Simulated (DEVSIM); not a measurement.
Structure: abrupt Si n-p junction, at 300 K.

Layer 1 from the left is Si, thickness (μm) 4.80, Nd (cm⁻³) 1.4e15, τn (s) 0.00047, τp (s) 0.00047. Layer 2 from the left is Si, thickness (μm) 19.0, Na (cm⁻³) 1e14, τn (s) 0.00047, τp (s) 0.00047.

Left contact: ohmic. Right contact: ohmic. Voltage is applied to the left contact. Recombination: SRH at mid-gap, radiative. Mobility is μmin + (μ − μmin)/(1 + (N/Nref)^α).

Constants are typed, rounded textbook-type inputs, not results; the design itself was drawn at random and stands for no fabricated device. Values at 300 K.

Si: gap (eV) 1.124, affinity (eV) 4.05, permittivity 11.7, Nc (cm⁻³) 2.86e19, Nv (cm⁻³) 3.1e19, μn (cm²/Vs) 1417, μp (cm²/Vs) 470, μn,min 52, μp,min 45, Nref,n 9.7e16, Nref,p 2.2e17, αn 0.68, αp 0.72, B (cm³/s) 4.7e-15.

Task: Estimate by hand the built-in potential, the peak field at zero bias, the capacitance at 0.6 V, and compare with a numerical solution.

Result: 
- Built-in potential: ni = √(Nc Nv) exp(−Eg/2kT) = 1.08e10 cm⁻³ with Eg = 1.124 eV; Vbi = kT/q ln(Na Nd/ni²) = 0.541 V; numerical 0.541 V.
- Peak field at zero bias: depletion approximation: W = √(2εVbi/(qN)) = 2.74 μm with N = 9.33e13 cm⁻³; field = 2Vbi/W = 3950 V/cm; numerical 3910 V/cm (estimate above by 1.0 %).
- Capacitance at 0.6 V: C = √(qεN / 2(Vbi + |V|)) = 2.61 nF/cm²; numerical 2.67 nF/cm² (estimate below by 2.4 %).

Simulated with DEVSIM: 1D drift-diffusion, Boltzmann statistics, complete ionisation; no tunnelling, impact ionisation, image-force lowering or self-heating.
